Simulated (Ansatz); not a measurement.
# Free triangular strip chain of Al atoms

Calculation: PBE (plane waves to 420 eV, PAW; Ansatz, an electronic-structure program). Mesh 1×1×112. No spin polarisation, so a magnetic state wasn't tested. One-dimensional cell, images about 11 Å apart. A hypothetical model. It keeps the symmetry and period of its start, so it need not be a minimum against all distortions. Pairing along the axis, which can open a gap, is among the distortions not tried.

* **period along the axis (2 atoms)**: 2.454 Å
* **PBE gap**: none (under 0.01 eV)
* **crossings of the Fermi level between Γ and the zone edge (49 points)**: 2, each for both spins (ideal conductance 2 × 2e²/h)
* **work function (PBE)**: 4.15 eV

```xyz
2
Lattice="13.5000 0.0000 0.0000 0.0000 11.0000 0.0000 0.0000 0.0000 2.4539" Properties=species:S:1:pos:R:3 pbc="T T T"
Al     5.5486     5.5000     0.0000
Al     7.9514     5.5000     1.2270
```
